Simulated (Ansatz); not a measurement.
Input and output of a relaxation of cell and atoms for Si₂Re₂La (Imma, 10 atoms in the cell) (Ansatz, an electronic-structure program).

Level of theory: LDA (PW92), default PAW files made with PBE (plane waves; Ansatz).

```yaml
crystal:
  lattice:
    - [-2.05800, 2.10300, 10.44500]
    - [2.05800, -2.10300, 10.44500]
    - [2.05800, 2.10300, -10.44500]
  atoms:
    - { symbol: Si, position: [0.35600, 0.10600, 0.25000] }
    - { symbol: Si, position: [0.64400, 0.89400, 0.75000] }
    - { symbol: Re, position: [0.71290, 0.46290, 0.25000] }
    - { symbol: Re, position: [0.28710, 0.53710, 0.75000] }
    - { symbol: Re, position: [0.21190, 0.96190, 0.25000] }
    - { symbol: Re, position: [0.78810, 0.03810, 0.75000] }
    - { symbol: La, position: [0.91500, 0.66500, 0.25000] }
    - { symbol: La, position: [0.08500, 0.33500, 0.75000] }
    - { symbol: Si, position: [0.46600, 0.21600, 0.25000] }
    - { symbol: Si, position: [0.53400, 0.78400, 0.75000] }
```

Reference input (self-consistent single point, DFT, LDA (PW92), plane waves, default PAW files made with PBE): basis.ecutwfc = 420 eV; kpoints.mp_grid.grid = 5 5 5; hamiltonian.xc = lda; hamiltonian.pseudopotentials = {kind: paw} (the program's default PAW files); scf.occupations.method = cold; scf.occupations.width = 0.1 eV. This run's input differs from it in these lines:

```diff
@@ -26,2 +26,4 @@
   occupations: { method: cold, width: 0.1 eV }
+relax:
+  cell: {}
 output:
```

The program printed (abridged):

```
   [... SCF lines of the steps left out ...]
relax step   1: F+E_penalty+E_count = -57022.82846359 eV  Δ(F+E_penalty+E_count) = +0.000e0 eV  max|allowed force component| = 1.642e0 eV/Å  Δτ_max = 0.0000 Å  P = -3.830 GPa  Ω = 180.823 Å³  (7 SCF iters, dr2 threshold 1.00e-7 eV, accepted)
relax step   2: F+E_penalty+E_count = -57022.85374110 eV  Δ(F+E_penalty+E_count) = -2.528e-2 eV  max|allowed force component| = 1.897e0 eV/Å  Δτ_max = 0.1023 Å  P = +7.923 GPa  Ω = 172.992 Å³  energy of the carried Pulay correction = +2.793e-3 eV  [...]
   [... lines left out ...]
relax step   7: F+E_penalty+E_count = -57023.13475729 eV  Δ(F+E_penalty+E_count) = -3.406e-5 eV  max|allowed force component| = 3.046e-3 eV/Å  Δτ_max = 0.0009 Å  P = -0.005 GPa  Ω = 178.416 Å³  energy of the carried Pulay correction = +8.453e-4 eV  [...]
relax step   8: F+E_penalty+E_count = -57023.13389797 eV  Δ(F+E_penalty+E_count) = +8.593e-4 eV  max|allowed force component| = 3.046e-3 eV/Å  Δτ_max = 0.0000 Å  P = -0.008 GPa  Ω = 178.416 Å³  stress off target by 9.80e-3 GPa  SCF on the basis [...]
basis re-selected at this cell: Δ(F+E_penalty+E_count) = +8.593e-4 eV, ΔP = -0.003 GPa vs the last step
the relaxation is at rest under the 8 symmetry operations that the run kept from its start: a minimum is not shown …
Stability not checked (fill_not_monotonic)
Free energy (F): -57023.133898 eV
Internal energy: -57023.142503 eV  (E = F + TS)
   [... lines left out ...]
Fermi energy:    15.439931 eV
  cell:  # Å, volume = 178.4163 Å³
   [... lines left out ...]
    - { symbol: Re, position: [0.7884085948087528, 0.038408594808752604, 0.7500000000000002] }
    - { symbol: La, position: [0.9128358931364589, 0.6628358931364589, 0.24999999999999997] }
    - { symbol: La, position: [0.0871641068635414, 0.33716410686354137, 0.75] }
    - { symbol: Si, position: [0.47187706459865514, 0.22187706459865508, 0.25000000000000006] }
    - { symbol: Si, position: [0.528122935401345, 0.778122935401345, 0.75] }
```

The run converged. 

Summary of the result:
- Free energy E − TS (on the zero of these files) = -57023.1339 eV
- Fermi level (on the code's own zero) = 15.44 eV
- Pressure = -0.01 GPa
- Largest force (vector length) = 0.003 eV/Å
- Final cell = a = 10.792 Å, b = 10.792 Å, c = 10.792 Å, α = 158.06°, β = 157.66°, γ = 31.52°
- Final volume per atom = 17.84 Å³
- Relaxation steps = 8

The starting cell comes from a database of published, mostly measured structures (it also holds non-ambient and calculated ones), without a prior relaxation at this level. Spin polarisation is off. The relaxation keeps the symmetry of its start, so its end need not be a minimum. Ansatz's pressure includes its estimate of the finite-basis (Pulay) stress.

Cost on one core of a shared machine: roughly 3 min.

Keys are those of Ansatz 0.2.
